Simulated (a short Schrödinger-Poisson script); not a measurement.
# Symmetric double-gate stack, SiO2 on p-type Si(100)

System: symmetric double-gate stack, SiO2 on p-type Si(100), at 300 K.

```tsv
layer	material	thickness (nm)	Na (cm⁻³)
1	SiO2	3.8	-
2	Si	14	3e16
3	SiO2	3.8	-
```

The device is made up for the run: typed textbook-type constants, with dimensions and the other settings drawn at random. SiO2: permittivity 3.9, conduction-band edge (eV) 3.15, gap (eV) 9, electron mass (mₑ) 0.5. Si: permittivity 11.7, conduction-band edge (eV) 0, gap (eV) 1.124, Nv at 300 K (cm⁻³) 3.1e19.

Channel valleys (confinement mass, in-plane density-of-states mass, number): Δ2 0.916, 0.19, 2; Δ4 0.19, 0.417, 4. At the gates, both at one voltage, the conduction-band edge of layer 1 lies 3.71 eV − eVg above the Fermi level of the channel. Gaps are held at their typed values at every temperature. Mesh 0.03 nm at interfaces.

From a short Schrödinger-Poisson script (our own, NumPy): 1D Poisson equation in equilibrium, electrons quantum, Hartree (BenDaniel-Duke, 12 states a valley, the channel's in-plane mass for all, wave functions ending at the dielectric), parabolic valleys, classical holes, full ionisation, no traps, pinning or gate leakage.

| Vg (V) | electrons (cm⁻²) | C (μF/cm²) | Δ2 E0 (meV) | Δ2 E1 (meV) | Δ4 E0 (meV) | Δ4 E1 (meV) |
|---|---|---|---|---|---|---|
| 0.2 | 2.04e7 | < 0.003 | 366.8 | 372.9 | 374.8 | 404.9 |
| 0.3 | 9.74e8 | 0.00613 | 266.9 | 273.0 | 274.9 | 305.0 |
| 0.4 | 3.93e10 | 0.210 | 171.4 | 177.3 | 179.4 | 209.3 |
| 0.5 | 3.95e11 | 0.901 | 112.3 | 116.4 | 120.6 | 148.6 |
| 0.6 | 1.06e12 | 1.19 | 86.4 | 88.2 | 96.5 | 121.6 |
| 0.7 | 1.85e12 | 1.32 | 70.1 | 70.7 | 83.9 | 106.2 |
| 0.8 | 2.69e12 | 1.39 | 57.5 | 57.7 | 76.0 | 95.9 |
| 0.9 | 3.58e12 | 1.44 | 47.1 | 47.2 | 70.4 | 88.3 |
| 1 | 4.49e12 | 1.48 | 38.3 | 38.4 | 66.2 | 82.5 |
| 1.1 | 5.42e12 | 1.50 | 30.7 | 30.7 | 62.9 | 77.8 |
| 1.2 | 6.37e12 | 1.53 | 24.0 | 24.0 | 60.2 | 74.0 |
| 1.3 | 7.32e12 | 1.55 | 18.0 | 18.0 | 57.9 | 70.8 |
| 1.4 | 8.29e12 | 1.56 | 12.5 | 12.5 | 56.0 | 68.0 |
| 1.5 | 9.27e12 | 1.57 | 7.4 | 7.4 | 54.3 | 65.6 |
| 1.6 | 1.03e13 | 1.58 | 2.7 | 2.7 | 52.7 | 63.4 |
| 1.7 | 1.12e13 | 1.59 | -1.7 | -1.7 | 51.4 | 61.5 |
| 1.8 | 1.22e13 | 1.60 | -5.9 | -5.9 | 50.1 | 59.7 |
| 1.9 | 1.32e13 | 1.61 | -9.8 | -9.8 | 48.9 | 58.1 |
| 2 | 1.42e13 | 1.61 | -13.6 | -13.6 | 47.8 | 56.6 |

Gate voltages with under 1e6 electrons/cm² are left out.

Subbands count from the Fermi level. The capacitance is that of both gates.
